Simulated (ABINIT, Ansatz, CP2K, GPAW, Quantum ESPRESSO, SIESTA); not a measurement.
**Code comparison for Sr (Fm-3m, 1 atom in the cell)**

Self-consistent single point.

```xyz
1
Lattice="0.0000 2.9759 2.9759 2.9759 0.0000 2.9759 2.9759 2.9759 0.0000" Properties=species:S:1:pos:R:3 pbc="T T T"
Sr     0.0000     0.0000     0.0000
```

All programs got the same cell, k-point mesh and kind of occupations (in Ansatz's words: kpoints.mp_grid.grid = 8 8 8; scf.occupations.method = fermi_dirac; scf.occupations.width = 0.0073 Ry); potentials, basis and cutoffs are each program's usual ones.

| code | model | pressure (GPa) | k-points | cutoff |
|---|---|---|---|---|
| Ansatz | PBE, default PAW files | 0.54 | 29 | default |
| SIESTA | GGA PBE, numerical atomic orbitals DZP, PseudoDojo PBE standard norm-conserving potentials (rewritten from UPF to PSML) | 4.72 | 296 | grid 400 Ry |
| CP2K | PBE, GPW, DZVP-MOLOPT-SR-GTH basis, GTH-PBE potentials (GTH_POTENTIALS) | 0.90 | 260 | grid 500 Ry |
| ABINIT | PBE, norm-conserving pseudopotentials (PseudoDojo nc-sr-05 PBE standard) | 0.54 | 29 | 68 Ry |
| GPAW | PBE, GPAW PAW datasets PBE (gpaw-data 1.0.1) | 0.60 | 29 | 600 eV |
| Quantum ESPRESSO | PBE, PSlibrary ultrasoft (PBE, semicore) pseudopotentials | 0.53 | 29 | 45 Ry |

The spread over the programs that give each value: pressure within 4.19 GPa.

The starting cell has typed, rounded lattice constants, without a prior relaxation at this level. Its lattice was rescaled by a random factor within 2.5 % of one.

Task: Why do the programs differ, and what cannot be compared?

Result: Differences of this kind can come from the potentials, where these differ, and from what each basis and cutoff leave unconverged. The zero of total energies and Fermi levels follows the potentials and each program's conventions, so they are not compared here. SIESTA and CP2K use small atom-centred bases, whose incompleteness enters pressures, forces and empty levels differently from a plane-wave cutoff. Ansatz's pressure is given at a fixed set of plane waves, as the other plane-wave codes print theirs. Ansatz's smearing width was typed in Ry to four decimals, so it matches the others to a few per cent. The programs reduce the same mesh by symmetry to different extents, which changes the work and not the result. In the pressure, SIESTA (by 4.18) lies more than 1 GPa from the median of the plane-wave programs.

Left out of this page: Elk and FLEUR (not drawn, or without a comparable value).

Ansatz is a program for electronic structure.

Keys are those of Ansatz 0.2.
